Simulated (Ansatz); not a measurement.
Base system: BaTiO3 (space group Amm2, No. 38; a = 3.9641 Å, b = 5.7159 Å, c = 5.7481 Å). Axes: x, y, z lie along a, b, c of the conventional cell.

All numbers come from r2SCAN (Ansatz, a first-principles code, PAW, without spin-orbit coupling), earlier PAW set.

Perturbation: uniaxial strain ε_xx = +4.23 %, all other strain components held at zero, atoms relaxed at fixed cell.

Problem. Predict the stress tensor and what it implies for the stiffness.

Solution. Stress of the strained cell less that of the base (GPa, compression positive):
```
 -10.09    0.00    0.00
   0.00   -3.61    0.00
   0.00    0.00   -3.37
```

Then −Δσ_ii/ε with ε = 0.0423 gives secant stiffness values (nonlinear terms included at this strain): C11 ≈ 239 GPa, C12 ≈ 85 GPa and C13 ≈ 80 GPa.

As a check, the harmonic strain energy −½ V₀ Δσ:ε is 17 meV/atom; the computed energy rise is 19 meV/atom.

Stability against distortions was not tested. The final runs are not spin-polarised. This is not the structure that BaTiO3 has at room temperature and ambient pressure.
